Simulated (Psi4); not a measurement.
Psi4 1.11, TPSS/def2-svp: W(NMe)(S)(Br)(Me) (C[N]=[W]([CH3])(=[S])[Br]), 12 atoms. The geometry is a generated start, not checked to be a minimum at this level.

```json
{
  "task": "energy",
  "method": "tpss",
  "basis": "def2-svp",
  "memory": "3 GB",
  "maxiter": "100",
  "keys_of_the_molecule_block": "symmetry c1",
  "scf_type": "df (default)",
  "e_convergence": "1e-06 (default)",
  "d_convergence": "1e-06 (default)",
  "dft_radial_points": "75 (default)",
  "dft_spherical_points": "302 (default)",
  "effective_core_potentials": "those of the basis set, past Kr",
  "basis_functions": "154",
  "grid_points": "257984"
}
```

```xyz
12

W     -0.8331    -0.0425     0.7056
N      0.1090    -0.9019    -0.5281
C      0.9770    -1.7402    -1.2499
H      0.9354    -1.5286    -2.3260
H      2.0097    -1.5994    -0.9048
H      0.6989    -2.7920    -1.0949
S     -0.1715    -0.6193     2.7064
Br    -3.2238    -0.1518     0.5009
C     -0.1812     2.0377     0.5589
H      0.8597     2.2758     0.8144
H     -0.8201     2.6073     1.2683
H     -0.3599     2.4548    -0.4508
```

Charge 0 and multiplicity 1 are set for this test and not shown to be the ground state.

With the defaults (diis_max_vecs = 10, diis = true, scf_initial_accelerator = adiis, damping_percentage = 0, diis_start = 1, guess = auto, which took SAD) it converges in 13 SCF iterations. One run each on 2 threads, with these changes:
- diis_max_vecs = 6
- diis_max_vecs = 3
- guess = core
- diis_max_vecs = 20
- guess = sadno
- guess = modhuckel
- diis = false, scf_initial_accelerator = none, damping_percentage = 60
- diis_start = 4
- damping_percentage = 20

**Question.** Which runs fail or end elsewhere than the default run?

**Answer.** No convergence: diis_max_vecs = 3; diis = false, scf_initial_accelerator = none, damping_percentage = 60 (the run ends without SCF convergence in 100 iterations). The rest reach the solution of the defaults.

```json
[
 {"setting": "the defaults", "SCF iterations": "13", "end": "same solution"},
 {"setting": "diis_max_vecs = 20", "SCF iterations": "13", "end": "same solution"},
 {"setting": "diis_max_vecs = 6", "SCF iterations": "15", "end": "same solution"},
 {"setting": "guess = modhuckel", "SCF iterations": "15", "end": "same solution"},
 {"setting": "guess = sadno", "SCF iterations": "16", "end": "same solution"},
 {"setting": "guess = core", "SCF iterations": "19", "end": "same solution"},
 {"setting": "diis_start = 4", "SCF iterations": "21", "end": "same solution"},
 {"setting": "damping_percentage = 20", "SCF iterations": "25", "end": "same solution"},
 {"setting": "diis_max_vecs = 3", "SCF iterations": "100", "end": "no convergence"},
 {"setting": "diis = false, scf_initial_accelerator = none, damping_percentage = 60", "SCF iterations": "100", "end": "no convergence"}
]
```

1 further run of the study ended by our limits or in an error and is left out.
